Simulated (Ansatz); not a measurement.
Results of PBEsol (Ansatz, an electronic-structure program, PAW) for Be₃N₂ (P6₃/mmc, No. 194, 10 atoms in the cell; start mp-6977; a measured phase of this formula has another space group).

Numerical settings: plane-wave cutoff 500 eV, 18×18×4 k mesh (along the axes of the cell as run), gaussian smearing 0.02 eV, scalar-relativistic PAW data made under PBE.

Cell (relaxed at this level):

```cif
data_Be6N4
_chemical_formula_sum 'Be6 N4'
_space_group_name_H-M_alt 'P63/mmc'
_space_group_IT_number 194
_space_group_name_Hall '-P 6c 2c'
_cell_length_a 2.83718
_cell_length_b 2.83718
_cell_length_c 9.71030
_cell_angle_alpha 90.000
_cell_angle_beta 90.000
_cell_angle_gamma 120.000
loop_
_atom_site_label
_atom_site_type_symbol
_atom_site_symmetry_multiplicity
_atom_site_Wyckoff_symbol
_atom_site_fract_x
_atom_site_fract_y
_atom_site_fract_z
_atom_site_occupancy
Be1 Be 4 f 0.33333 0.66667 0.07825 1
Be2 Be 2 b 0.00000 0.00000 0.25000 1
N1 N 2 a 0.00000 0.00000 0.00000 1
N2 N 2 c 0.33333 0.66667 0.25000 1
```

Estimate the band gap that the calculation returns.


* **band gap**: 3.25 eV (on the SCF k mesh)

Note: the relaxation could not lower the start's symmetry, so the cell can be a saddle point above a distorted one.

Computed values are for the static lattice.

It cost about 40 core-seconds (a rough figure) of CPU time.

A start named mp-… is a Materials Project structure, which need not be a measured phase.
